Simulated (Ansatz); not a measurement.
Worked calculations on one periodic cell of amorphous Si$_{20}$Ti$_{4}$O$_{48}$: Si20Ti4O48, 72 atoms, volume 1095.4 Å³, made by a melt-quench on the CHGNet potential and relaxed with DFT. O atoms were pushed apart under 1.9 Å during the dynamics, to hinder bonds among them. It is a model cell: composition and starting density were chosen by hand, and all elements were melted together. Cycles of charging were run to anneal it. Method: PBE, scalar-relativistic without spin-orbit coupling (plane waves to 420 eV, PAW; Ansatz, a quantum-chemistry and plane-wave program). Sampling: a 2×2×2 Γ-centred mesh; Fermi-Dirac width 0.02 eV; no spin polarisation. Its volume was relaxed, its shape was free, and it stands at a mean pressure of 0.0 GPa with stress components up to 0.0 GPa; the relaxation ran on the zone centre alone. Its density went from a set 2.47 to 2.31 g/cm³. The cell is small and was quenched far faster than a real film, so it is one sample of the glass.

Q: Count formal charges (Si +4, Ti +4, O -2). What does the count lead one to expect at the Fermi level, and what does the calculation give?

A: 20 × (+4) + 4 × (+4) + 48 × (-2) = 0. The charges balance, so the anion-derived valence states can be full and a gap can open. On this mesh the highest filled and lowest empty level lie 3.91 eV apart; localised defect or tail levels set that (at the zone centre the more localised edge state sits most on one Ti atom with neighbours O 1.78 Å, O 1.81 Å, O 1.86 Å, O 1.89 Å), and the nearest spread-out levels lie 5.4 eV apart.

Four energies for a hole at PBE on the zone centre alone (charged cells in a uniform background, spin-polarised): neutral at the neutral geometry -50031.829 eV; charged at the neutral geometry -50033.091 eV; charged and relaxed -50033.267 eV; neutral at the charged geometry -50030.592 eV.

Q: Find the two relaxation energies and their sum, the reorganisation energy.

A: On charging: -50033.091 − (-50033.267) = 0.176 eV. On discharging: -50030.592 − (-50031.829) = 1.237 eV. The sum is 1.413 eV. The carrier's level spreads over 3 of the 72 atoms' worth, so it counts as localised, most on one O atom with neighbours Si 1.63 Å, Ti 1.89 Å (neutral geometry). The values are uncorrected: the image energy of a point charge in this cell, 2.84 × 14.40 / (2 × 10.3) = 2.0 eV before screening, is screened by electrons alone at the fixed geometry and by ions too after relaxing, and the carrier can be spread before it relaxes, so each term can be off by up to that value times 1/ε∞, some tenths of an eV. PBE's self-interaction favours spread-out carriers, so a hybrid can localise more.
